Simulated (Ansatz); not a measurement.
The starting structures come from a database of crystals and need not be the phases stable at ambient conditions.

Tunnelling through a barrier is set by its complex band structure: the current falls as exp(−2κd) with the smallest κ.

Consider the following.

```
FeSbSe
1.0
    6.20939     0.00000     0.00000
   -2.45797     8.33889     0.00000
    0.00000     4.45204     4.15986
Fe Sb Se
4 4 4
Direct
  0.70219   0.70958   0.28183
  0.29781   0.29042   0.71817
  0.79781   0.29042   0.20099
  0.20219   0.70958   0.79901
  0.62502   0.85683   0.50527
  0.37498   0.14317   0.49473
  0.87498   0.14317   0.71893
  0.12502   0.85683   0.28107
  0.82806   0.64624   0.99205
  0.17194   0.35376   0.00795
  0.67194   0.35376   0.78453
  0.32806   0.64624   0.21547
```

Space group of this cell: P2_1/c. The cell is taken as given.

Transport runs along the normal of the first two printed cell vectors.

No gap correction and no spin-orbit coupling; mid-gap values are interpolated between computed energies.

Task: Give the band gap and the smallest decay constant κ at mid-gap that r2SCAN (Ansatz, a first-principles code) yields.

Result: Gap 0.73 eV on a 6×8×8 mesh; κ = 0.200 1/Å, at (0.333, 0.000) of the in-plane reciprocal vectors. At the zone centre, at the nearest computed energy, the slowest state has κ = 0.24 1/Å.
